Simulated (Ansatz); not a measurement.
Data:

End structure of a constructed model of the (100) surface of fcc Ir, a pseudomorphic layer of Ga in the host's stacking (bottom of the slab: a bare face, its two planes held):

```xyz
7
Lattice="2.7372 0.0000 0.0000 0.0000 2.7372 0.0000 0.0000 0.0000 28.0000" Properties=species:S:1:pos:R:3 pbc="T T T"
Ir     1.3686     1.3686     8.1845
Ir     0.0000     0.0000    10.1200
Ir     1.3686     1.3686    12.0482
Ir     0.0000     0.0000    13.9999
Ir     1.3686     1.3686    15.9231
Ir     0.0000     0.0000    17.8257
Ga     1.3686     1.3686    19.8288
```

Model: 7-atom slab, 11.6 Å thick at the start, 14x14x1 mesh, Fermi-Dirac 0.1 eV, dipole correction, single point; on the structure that PBE left under its start's symmetry; no spin, no spin-orbit, no U. It is one candidate, not shown to be the stable structure of the face.

Question: What work function of the top face does r2SCAN, at the PBE geometry in Ansatz (a program for electronic structure) give?

Answer: 5.14 eV
